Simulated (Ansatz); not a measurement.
The structure below was relaxed with DFT with PBE, PAW potentials and a 420 eV plane-wave cutoff in Ansatz (a quantum-chemistry and plane-wave program), spin-orbit coupling left out, at pressure 3 GPa.

Space group Fm-3m (No. 225); a = b = c = 5.271 Å, α = β = γ = 90.00°

```json
[
 {"atom": "K", "site": "4a", "symmetry": "m-3m", "x": "0.0000", "y": "0.0000", "z": "0.0000"},
 {"atom": "F", "site": "4b", "symmetry": "m-3m", "x": "0.5000", "y": "0.5000", "z": "0.5000"}
]
```

Question: Write out a cell with all atoms.

Answer: 
```
KF
1.0
    5.27075     0.00000     0.00000
    0.00000     5.27075     0.00000
    0.00000     0.00000     5.27075
K F
4 4
Direct
  0.00000   0.00000   0.00000
  0.00000   0.50000   0.50000
  0.50000   0.00000   0.50000
  0.50000   0.50000   0.00000
  0.50000   0.00000   0.00000
  0.50000   0.50000   0.50000
  0.00000   0.00000   0.50000
  0.00000   0.50000   0.00000
```
This is the conventional cell.

Load acts through the strain it causes; cell and atoms are relaxed under it. Whether these cells are dynamically stable was not tested. The cell was made from KF in the rock salt structure (space group Fm-3m, No. 225) by this change: pressure 3 GPa.
